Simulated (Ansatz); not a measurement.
The starting structures come from a database of crystals and need not be the phases stable at ambient conditions.

The decay constant κ of evanescent states in the gap governs leakage through a thin film.

Given:

```
CdSnTl2Te4
1.0
    8.64423     0.00000     0.00000
    0.00000     8.64423     0.00000
    4.32211    -4.32211     3.69416
Tl Cd Sn Te
2 1 1 4
Cartesian
  4.32211   0.00000   0.00000
  0.00000   4.32211   0.00000
  4.32211   4.32211   0.00000
  0.00000   0.00000   0.00000
  7.10857   1.53566   1.77776
  5.85777   5.85777   1.91640
 10.17989  -1.53566   1.77776
  2.78646   2.78646   1.91640
```

Space group of this cell: I-42m. The cell was relaxed by PBE-D3(BJ); by r2SCAN its mean pressure is -0.7 GPa.

Transport runs along the normal of the first two printed cell vectors, the (001) plane of the conventional cell.

The gap is the functional's own, uncorrected, and κ follows it; spin-orbit coupling is left out. Mid-gap values are interpolated between the computed energies.

Predict the band gap and the smallest decay constant κ at mid-gap from r2SCAN (Ansatz, a program for electronic structure).

Gap 0.70 eV on a 8×8×8 mesh; κ = 0.113 1/Å, at (0.500, 0.500) of the in-plane reciprocal vectors. At the zone centre, at the nearest computed energy, the slowest state has κ = 0.16 1/Å.
